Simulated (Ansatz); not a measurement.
For Be2C in space group Fm-3m (No. 225) at 925 K, quasi-harmonic approximation with LDA density-functional theory in Ansatz (plane waves, PAW) gives a volume expansion coefficient α_V = 39.46 × 10⁻⁶ K⁻¹, an isothermal bulk modulus B_T = 188.7 GPa, a molar volume V_m = 12.178 cm³/mol and C_V = 69.19 J/(mol K). The cell is a database entry relaxed within its symmetry; it need not be the phase found at ambient conditions. Dynamical quadrupoles are not included in the interpolation of the phonons between the solved wave vectors.

Problem. Work out the Grüneisen parameter, C_P and the adiabatic bulk modulus.

Solution. γ = α_V B_T V_m / C_V = 1.31. C_P − C_V = α_V² B_T V_m T = 3.31 J/(mol K), so C_P = 72.50 J/(mol K). B_S = B_T C_P/C_V = B_T (1 + α_V γ T) = 197.7 GPa.

The PAW data sets were generated under PBE and serve the other functionals too.

Ansatz is a quantum-chemistry and plane-wave program.
